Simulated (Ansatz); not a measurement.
Consider ScAl₃ in the Cu3Au type structure (space group Pm-3m, No. 221; a = 4.072 Å; relaxed with 0.1 eV smearing). Axes: x, y, z lie along the cube axes.

Level of theory: PBEsol (Ansatz, an electronic-structure program; PAW; 420 eV plane waves; spin-orbit coupling left out), earlier PAW set.

A first run, uniaxial strain ε_zz = −1.82 %, gives secant values C11 ≈ 200 GPa and C12 ≈ 46 GPa from its stress. A second run applies isotropic strain +2.95 %.

Q: What does linear elasticity predict for the bulk modulus −ΔP/(ΔV/V₀) in the second run, and what does the run give?

A: Linear elasticity: (C11 + 2 C12)/3 = 97 GPa. The run gives 73 GPa; any difference comes from nonlinear terms at these strains and numerical noise.

Whether these cells are dynamically stable was not tested. All final runs are without spin polarisation.
